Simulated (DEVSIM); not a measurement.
Structure: Ni/SiO2/p-GaSb capacitor, at 450 K.

```
layer (left to right)  material  thickness (nm)  Na (cm⁻³)
---------------------  --------  --------------  ---------
1                          SiO2            60.0          -
2                          GaSb             600       1e18
```

Metal gate on the left, work function 5.1 eV. Fixed charge at the semiconductor interface 5.3e10 cm⁻² (in units of +e); no interface traps.

The device is made up for the run: typed textbook-type constants, with dimensions and the other settings drawn at random. Values at 300 K; Nc and Nv go as T^1.5, mobilities as T to minus their exponent, the gap by Varshni's rule with the affinity fixed.

```csv
parameter,SiO2,GaSb
gap (eV),9,0.726
affinity (eV),0.9,4.06
permittivity,3.9,15.7
Nc (cm⁻³),-,2.1e17
Nv (cm⁻³),-,1.8e19
Varshni α (eV/K),-,0.00042
Varshni β (K),-,140
```

Model (solved in DEVSIM): 1D Poisson equation in equilibrium, Boltzmann statistics, complete ionisation; no quantum confinement or tunnelling. Metal contacts follow the ideal Schottky-Mott rule: no Fermi-level pinning, no interface dipoles.

**Question.** Tabulate band edges, carrier densities and field at 5.0 V on the gate.

**Answer.** Energies count from the Fermi level of the right contact; mesh points crowd at the junctions.

| x (μm) | Ec (eV) | Ev (eV) | n (cm⁻³) | p (cm⁻³) | field (V/cm) |
|---|---|---|---|---|---|
| 0.000 | -0.800 | -9.800 | < 1e2 | < 1e2 | 720000 |
| 0.001347 | -0.703 | -9.703 | < 1e2 | < 1e2 | 720000 |
| 0.004197 | -0.499 | -9.499 | < 1e2 | < 1e2 | 720000 |
| 0.01022 | -0.066 | -9.066 | < 1e2 | < 1e2 | 720000 |
| 0.03000 | 1.354 | -7.646 | < 1e2 | < 1e2 | 720000 |
| 0.04645 | 2.535 | -6.465 | < 1e2 | < 1e2 | 720000 |
| 0.05423 | 3.093 | -5.907 | < 1e2 | < 1e2 | 720000 |
| 0.05867 | 3.412 | -5.588 | < 1e2 | < 1e2 | 720000 |
| 0.06000 | 0.346 | -0.321 | 5.1e13 | 8.3e15 | 330000 |
| 0.06137 | 0.371 | -0.297 | 2.7e13 | 1.6e16 | 170000 |
| 0.06434 | 0.416 | -0.252 | 8.5e12 | 5.0e16 | 140000 |
| 0.07452 | 0.503 | -0.165 | 9.0e11 | 4.7e17 | 45000 |
| 0.09293 | 0.531 | -0.137 | 4.4e11 | 9.7e17 | 2400 |
| 0.1330 | 0.532 | -0.136 | 4.2e11 | 1.0e18 | ≈ 0 |
| 0.2630 | 0.532 | -0.136 | 4.2e11 | 1.0e18 | ≈ 0 |
| 0.4534 | 0.532 | -0.136 | 4.2e11 | 1.0e18 | ≈ 0 |
| 0.5656 | 0.532 | -0.136 | 4.2e11 | 1.0e18 | ≈ 0 |
| 0.6172 | 0.532 | -0.136 | 4.2e11 | 1.0e18 | ≈ 0 |
| 0.6457 | 0.532 | -0.136 | 4.2e11 | 1.0e18 | ≈ 0 |
| 0.6541 | 0.532 | -0.136 | 4.2e11 | 1.0e18 | ≈ 0 |
| 0.6579 | 0.532 | -0.136 | 4.2e11 | 1.0e18 | ≈ 0 |
| 0.6600 | 0.532 | -0.136 | 4.2e11 | 1.0e18 | ≈ 0 |
